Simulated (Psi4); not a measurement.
Psi4 1.11, PBE0/def2-svp: Cr(NMe)2(F)(NH2) (C[N]=[Cr]([NH2])([F])=[N]C), 15 atoms. The geometry is a generated start, not checked to be a minimum at this level.

```json
{
  "task": "energy",
  "method": "pbe0",
  "basis": "def2-svp",
  "memory": "3 GB",
  "maxiter": "100",
  "keys_of_the_molecule_block": "symmetry c1",
  "scf_type": "df (default)",
  "diis_max_vecs": "10 (default)",
  "e_convergence": "1e-06 (default)",
  "d_convergence": "1e-06 (default)",
  "dft_radial_points": "75 (default)",
  "dft_spherical_points": "302 (default)",
  "basis_functions": "155",
  "grid_points": "322486"
}
```

```xyz
15

Cr     0.0848     0.7920     0.5443
N     -1.3737     0.0531     0.3767
C     -2.4793    -0.6870    -0.0425
H     -2.1949    -1.4141    -0.8143
H     -2.9195    -1.2293     0.8041
H     -3.2437    -0.0184    -0.4553
N      1.2168     0.4468    -0.5962
C      1.9296    -0.0187    -1.7018
H      2.5959    -0.8379    -1.4056
H      1.2463    -0.3903    -2.4771
H      2.5408     0.7854    -2.1291
F     -0.1924     2.5348     0.5242
N      0.7796     0.1443     2.1207
H      1.7650     0.0348     2.3361
H      0.2447    -0.1955     2.9158
```

Charge 0 and multiplicity 1 are set for this test and not shown to be the ground state.

With the defaults (diis = true, scf_initial_accelerator = adiis, damping_percentage = 0, guess = auto, which took SAD, level_shift = 0, level_shift_cutoff = 0.01, soscf = false, soscf_start_convergence = 0.01, diis_start = 1) it converges in 14 SCF iterations. One run each on 2 threads, with these changes:
- scf_initial_accelerator = ediis
- scf_initial_accelerator = none
- guess = modhuckel
- soscf = true
- soscf = true, soscf_start_convergence = 0.001
- guess = sap
- level_shift = 0.5, level_shift_cutoff = 0.001
- diis = false, scf_initial_accelerator = none, damping_percentage = 60
- diis_start = 4

**Question.** Which runs fail or end elsewhere than the default run?

**Answer.** No convergence: diis = false, scf_initial_accelerator = none, damping_percentage = 60 (the run ends without SCF convergence in 100 iterations). The rest reach the solution of the defaults.

```
setting                                                                SCF iterations  JK calls             end
---------------------------------------------------------------------  --------------  --------  --------------
soscf = true                                                                       10        31   same solution
soscf = true, soscf_start_convergence = 0.001                                      12        33   same solution
level_shift = 0.5, level_shift_cutoff = 0.001                                      13        14   same solution
scf_initial_accelerator = none                                                     13        14   same solution
the defaults                                                                       14        15   same solution
scf_initial_accelerator = ediis                                                    14        15   same solution
guess = sap                                                                        14        14   same solution
guess = modhuckel                                                                  16        45   same solution
diis_start = 4                                                                     20        21   same solution
diis = false, scf_initial_accelerator = none, damping_percentage = 60             100       101  no convergence
```

An SOSCF iteration holds several JK calls; a Hückel guess adds calls on atoms. 1 further run of the study ended by our limits or in an error and is left out.
